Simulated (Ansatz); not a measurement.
Results of LDA (Ansatz, a first-principles code, plane waves, PAW) for MoN2 (model structure, started from the MoS2 type, R3m, No. 160, 3 atoms in the cell).

Settings: plane-wave cutoff 520 eV, 24×24×24 k mesh, Fermi–Dirac smearing 0.05 eV, no spin polarisation, scalar-relativistic PAW data made under PBE.

Cell (relaxed at this level):

```yaml
crystal:
  lattice:
    - [1.52788, 0.88212, 3.75372]
    - [-1.52788, 0.88212, 3.75372]
    - [0.00000, -1.76424, 3.75372]
  atoms:
    - { symbol: Mo, position: [0.01014, 0.01014, 0.01014] }
    - { symbol: N, position: [0.41768, 0.41768, 0.41768] }
    - { symbol: N, position: [0.23820, 0.23820, 0.23820] }
```

Question: Estimate the bulk modulus that the calculation returns.

Answer: 
- bulk modulus: 163 GPa

Note: the bulk modulus is −V dP/dV from two relaxed cells at ±2 % in volume; the relaxation could raise the start's symmetry but not lower it, so the cell can be a saddle point.

A model structure was made by putting elements into a prototype or built by hand; it is no filed structure, need not be a known phase, and can be a saddle point held by its symmetry.
